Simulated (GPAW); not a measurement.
GPAW 25.7.0, DFT, PBE, plane waves, PAW datasets of gpaw-data 1.0.1: a series of growing systems, each on 24 ranks. The k mesh and basis are held over the series and aren't claimed converged, least of all for the small cells.

- task: scf
- mode.name: pw
- mode.ecut: 350 eV
- xc: PBE
- k mesh: 2×2×2
- kpts.gamma: true
- occupations.name: fermi-dirac
- occupations.width: 0.1 eV
- convergence.density (electrons an electron): 1e-05
- maxiter: 150
- parallel.kpt: 4
- parallel.band: 1
- parallel.domain: 6
- parallel.sl_auto: false (default)
- parallel.augment_grids: false (default)
- eigensolver.name: dav (default)
- eigensolver.niter: 2 (default)
- mixer.backend: pulay (default)
- mixer.method: separate (default)
- mixer.beta: 0.05 (default)
- mixer.nmaxold: 5 (default)
- mixer.weight: 50 (default)
- convergence.eigenstates (eV² an electron): 4e-08 (default)
- convergence.energy (eV an electron): 0.0005 (default)

Machine: one whole node, AMD EPYC (Zen 5), 96 cores on 1 socket, no SMT, 12 L3 cache groups.

Wall times, medians of two to five repeats, each run alone on the node (launch to exit). Unless noted, each process is bound to its own block of adjacent cores. The build: conda-forge: Open MPI, OpenMP, OpenBLAS, FFTW, ScaLAPACK, ELPA; another build can shift the numbers. Scratch files lie in a memory file system.

Measured:

| system | bands | electrons | plane waves | SCF iterations | wall time | peak memory |
|---|---|---|---|---|---|---|
| bcc W, atoms displaced, 4 atoms | 38 | 56 | 938 | 23 | 2.73 s | 1.9 GiB |
| bcc W, atoms displaced (W8), 8 atoms | 72 | 112 | 1926 | 24 | 3.98 s | 2.3 GiB |
| bcc W, atoms displaced (W12), 12 atoms | 105 | 168 | 2826 | 23 | 6.03 s | 2.8 GiB |

Still to run:

```json
[
 {"system": "bcc W, atoms displaced (W18), 18 atoms", "bands": "156", "electrons": "252", "plane waves": "4272"},
 {"system": "bcc W, atoms displaced (W27), 27 atoms", "bands": "231", "electrons": "378", "plane waves": "6434"}
]
```

Problem. Extrapolate to the larger systems: what do they cost?

Solution. The two largest measured give a power of ln(6.03/3.98) / ln(12/8) = 1.02 in the count of atoms; the table sets what it predicts beside the runs.

```csv
system,time by that power,SCF iterations,wall time,peak memory
"bcc W, atoms displaced (W18), 18 atoms",9.1 s,25,11.5 s,3.5 GiB
"bcc W, atoms displaced (W27), 27 atoms",14 s,23,25.3 s,4.5 GiB
```

From the smallest system to the largest the time grows as the power 1.2 of the count of atoms; from step to step the powers are 0.5, 1.0, 1.6, 1.9. In the smallest, launch, exit and the like take 1.2 s of the 2.7 s. The largest part is start and exit outside the program's clock (43 %) in the smallest system and the band solver (Davidson, Orthonormalize) (63 %) in the largest.
